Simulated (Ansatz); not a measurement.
Amorphous Si$_{24}$O$_{51}$Y$_{2}$

It comes from a melt-quench run on a machine-learned potential (CHGNet), relaxed afterwards by DFT. O atoms were pushed apart under 1.9 Å during the dynamics, to hinder bonds among them. The hot cell started wider than the set density and was brought back towards it in steps. It is the lowest in DFT energy of 2 quenches. It is a model cell: composition and starting density were chosen by hand, and all elements were melted together. No dispersion term was used.

Methods: PBE, scalar-relativistic without spin-orbit coupling (Ansatz, a program for electronic structure); r2SCAN, scalar-relativistic without spin-orbit coupling (Ansatz); HSE06, scalar-relativistic without spin-orbit coupling (Ansatz). Geometry, pressure, stress and energy are those of the PBE run. Its sampling: a 2×2×2 Γ-centred mesh; Fermi-Dirac width 0.02 eV; no spin polarisation. Other functionals are single points at the zone centre (r2SCAN at 500 eV; exact exchange cut at the cell's faces), free to take moments where seeds were set. At PBE the levels at the filled edge of the gap are localised (band-tail or defect states), and the nearest spread-out levels lie 5.2 eV apart at the zone centre.

```json
{
  "number_of_atoms_in_the_cell": "77",
  "Density (volume relaxed, without dispersion)": "2.28 g/cm³",
  "volume_per_atom": "15.78 Å³",
  "Pressure on a 2×2×2 Γ-centred mesh": "0.01 GPa",
  "Largest force and stress component on that mesh (the relaxation ran on the zone centre alone)": "0.02 eV/Å and 0.0 GPa",
  "Level gap on a 2×2×2 Γ-centred mesh (PBE)": "4.49 eV",
  "Level gap at the zone centre (PBE)": "4.51 eV",
  "Level gap at the zone centre (r2SCAN)": "5.17 eV",
  "Level gap at the zone centre (HSE06)": "6.15 eV"
}
```

Bonds are counted up to Si-Si 2.60 Å, Si-O 1.92 Å, Si-Y 3.09 Å, O-O 1.58 Å, O-Y 2.82 Å, Y-Y 3.74 Å. Two cations that share two anions don't count as bonded, nor two that share one unless they lie closer than Si-Si 2.38 Å, Si-Y 3.01 Å, Y-Y 3.64 Å.

| Item | Value |
|---|---|
| Mean coordination of Si by anions | 4.00 (24 with 4) |
| Mean coordination of O | 2.08 (47 with 2, 4 with 3) |
| Mean coordination of Y by anions | 5.00 (2 with 5) |
| Mean Si-O bond | 1.642 Å (spread 0.027 Å, 96 counted) |
| Mean O-Y bond | 2.302 Å (spread 0.239 Å, 10 counted) |

Its density started from a set value of 2.38 g/cm³. The quench (nominally 400 K/ps over its main leg) was far faster than any real one, so the model tends to hold more defects than a real film. Values belong to this one cell and scatter from quench to quench. Volume and shape were free in the relaxation.
